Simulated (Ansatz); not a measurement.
Re: energy against strain

Re (hcp, P6_3/mmc, 14.560 Å³/atom at rest, c along z) under a strain ε along a direction in the basal plane (axis x), the other axes held. PBEsol in Ansatz, a plane-wave DFT program (PAW, default set), 420 eV, 24×24×13 Γ-centred mesh, Fermi-Dirac smearing 0.10 eV; ions are relaxed within the symmetry of each cell.

Here s stands for strain and y for E less E0.

| strain (%) | E less E0 (meV/atom) |
|---|---|
| -3.00 | ? |
| -1.50 | 6.48 |
| -1.00 | 2.73 |
| -0.50 | 0.59 |
| 0.00 | 0.00 |
| 0.50 | 0.87 |
| 1.00 | 3.14 |
| 1.50 | 6.74 |

Fit y of the 7 rows that show it with a parabola. Least squares gives y = -0.003 + 0.1343·s + 2.9390·s². Residuals (row less fit): 0.072, -0.072, -0.075, 0.003, 0.071, 0.070, -0.071; standard error 0.088 (degrees of freedom: 4). Twice the quadratic coefficient over the volume, 2 × 2.9390 meV × 10⁴ × 0.1602 / 14.560 Å³, is the elastic constant C11 = 647 ± 8 GPa.

Question: Predict the withheld y at s = -3.00 from the fit, and compare with the calculation.

Answer: y = -0.003 + 0.1343 × (-3.0) + 2.9390 × (-3.0)² = 26.045 meV/atom. The calculation gives 28.29 meV/atom, 2.245 meV/atom above the prediction (7.9 % of the range of y in the table). The row lies outside the fitted rows, so this is an extrapolation. From the scatter of the fitted rows alone, a prediction at this place has a standard error of 0.336 meV/atom, so the miss is 6.7 times that.

One order more, fitted to all 13 runs of the series, follows each within 0.02, so the miss is the next term of a smooth law. In a metal these values are sensitive to mesh and smearing; energies are taken to zero smearing, stresses follow the free energy. Rows are the converged runs of the series near zero and its far end; series whose fitted rows scatter by over a few per cent of the range, as at a crossing or softening among them, aren't shown in this form. Most that stay on the fit to the last digits aren't either.
